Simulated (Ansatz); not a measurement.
**Co on the C site (diamond host)**

Level of theory: PBE, PAW (plane waves to 420 eV; Ansatz, a quantum-chemistry and plane-wave program). A 2×2×2 supercell of 64 sites was used; the energies come from a 2×2×2 shifted sampling of its zone. Site at the start: the C site. Finite-size correction: monopole term and site-potential alignment. Dielectric constants: PBE linear response of the host. Host gap at this level: 4.13 eV. These values are not converged in cell size to better than tenths of an eV. The semilocal functional narrows the gap, so deep levels can fall outside it. Spin–orbit coupling is left out, and no Hubbard U is applied to the open shells. Each state is the lowest found from its start.

Formation energies E_f are given with the Fermi level at the valence-band maximum. Chemical conditions: host crystal and elements as references (Δμ(C) = 0.14 eV, Δμ(Co) = 0.00 eV; Co taken from its element, since no compound that bounds it was computed at this level; only phases computed here count, gases as isolated molecules at 0 K). Reference phases: C: graphite, Co: hcp Co, ferromagnetic.

```
charge         moment (μB)  point group  largest move off a lattice site (Å)  image correction with alignment (eV)  E_f, host crystal and elements as references (eV)  above the lowest spin state (eV)
------  ------------------  -----------  -----------------------------------  ------------------------------------  -------------------------------------------------  --------------------------------
+1                     0.0           Td                                 0.20                                  0.73                                               5.34                              0.00
+1      not spin-polarised           Td                                 0.20                                  0.73                                               5.34                              0.00
0†                     1.0            –                                 0.20                                  0.00                                               6.87                              0.00
0†                     1.0            –                                 0.20                                  0.00                                               6.87                              0.00
−1                     2.0      near Td                                 0.21                                  0.04                                               9.87                              0.00
−1†     not spin-polarised            –                                 0.21                                  0.05                                                  –                              0.02
−2†                    3.0            –                                 0.22                                  0.86                                                  –                              0.00
−2†                    3.0            –                                 0.22                                  0.86                                                  –                              0.00
```

† Not settled in this cell, so no level is given: charge 0: a level filled in part; charge −2: a large or scattered potential alignment, level within 0.1 eV of a band edge or past it.

Point groups are those of the whole cell at tolerances of 0.03 and 0.1 Å ("near" where only the looser one holds); none is given for unsettled states.

Starting moments that weren't kept: charge +1 began with 4 μB and ended with 0.0; charge 0 began with 5 μB and ended with 1.0; charge −1 began with 4 μB and ended with 2.0; charge −2 began with 1 μB and ended with 3.0.

All states together cost around 60 core-minutes (rough).
